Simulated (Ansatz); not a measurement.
# YSi (model structure, started from the CsCl type, Pm-3m, No. 221, 2 atoms in the cell): bulk modulus by level of theory

No measured value is used here.

| level (code) | value (GPa) | cell (Å³/atom) |
|---|---|---|
| LDA (Ansatz) | … | 20.80 |
| PBEsol (Ansatz) | 79.5 | 21.34 |
| r²SCAN (Ansatz) | 76.0 | 22.26 |

Task: Complete the blanks.

Result: 
- LDA (Ansatz, a first-principles code), value (GPa): 83.9

The crystal itself was run without spin with LDA, PBEsol, r²SCAN; a magnetic state was not tried in these runs. LDA, PBEsol, r²SCAN: the bulk modulus is −V dP/dV from two relaxed cells at ±2 % in volume. Each level is taken at its own relaxed cell. Cutoffs differ between the levels. Ansatz's density-functional and Hartree–Fock values are scalar-relativistic unless marked +SOC, with PAW data made under PBE.

A model structure was made by putting elements into a prototype or built by hand; it is no filed structure, need not be a known phase, and can be a saddle point held by its symmetry.
